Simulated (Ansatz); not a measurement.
Carrier properties of GaAs under load (space group F-43m)

Given:

```
GaAs
1.0
    0.00000     2.79923     2.79923
    2.79923     0.00000     2.79923
    2.79923     2.79923     0.00000
Ga As
1 1
Direct
  0.00000   0.00000   0.00000
  0.25000   0.25000   0.25000
```

The numbers are results of PBE with spin-orbit coupling, rigid bands (plane waves, PAW; Ansatz, a program for electronic structure), not measurements. Condition of this run: hydrostatic pressure of 2.4 GPa (compression positive) (the target of the relaxation). Geometry: cell and atoms relaxed with PBEsol, then loaded as said.

| Property | Value |
|---|---|
| band gap | 0.63 eV |
| electron conductivity mass (300 K, dilute) | 0.048 mₑ |
| hole conductivity mass (300 K, dilute) | 0.39 mₑ |
| effective density of states N_c (300 K) | 2.3e17 cm⁻³ |
| effective density of states N_v (300 K) | 1.1e19 cm⁻³ |
| density-of-states mass, electrons | 0.044 mₑ |
| density-of-states mass, holes | 0.59 mₑ |
| Seebeck coefficient, n-type 1e19 cm⁻³, 300 K | -56 μV/K |
| Seebeck coefficient, p-type 1e19 cm⁻³, 300 K | 240 μV/K |

Rigid bands; masses and Seebeck coefficients take one relaxation time τ for all states and one kind of carrier; polarons and phonon drag are left out. Geometry: cell and atoms relaxed with PBEsol.
